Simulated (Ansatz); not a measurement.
AsN (model structure, started from the wurtzite type, P6₃mc, No. 186, 4 atoms in the cell) was calculated with G0W0@PBEsol (Ansatz, an electronic-structure program, hard PAW, contour deformation, complete-basis limit).

Run with largest k mesh 6×6×4 (not extrapolated in the mesh).

Cell (relaxed with PBEsol):

```yaml
crystal:
  lattice:
    - [3.81600, 0.00000, 0.00000]
    - [-1.90800, 3.30475, 0.00000]
    - [0.00000, 0.00000, 4.71486]
  atoms:
    - { symbol: As, position: [0.66667, 0.33333, 0.01200] }
    - { symbol: As, position: [0.33333, 0.66667, 0.51200] }
    - { symbol: N, position: [0.66667, 0.33333, 0.61320] }
    - { symbol: N, position: [0.33333, 0.66667, 0.11320] }
```

### Question
What does this level give for the band gap?

### Answer

band gap: 0.71 eV (indirect)

Note: the correction to the complete basis was taken at k points off the band edges; the relaxation could raise the start's symmetry but not lower it, so the cell can be a saddle point; the gap holds a correction of +0.28 eV to the complete basis, taken at k points off the band edges; the gap is lowered by 0.24 eV for band edges off the mesh, as the parent functional finds them.

Spin–orbit coupling is not included.

The computed numbers hold no vibrational or temperature effects.

A model structure was made by putting elements into a prototype or built by hand; it is no filed structure, need not be a known phase, and can be a saddle point held by its symmetry.
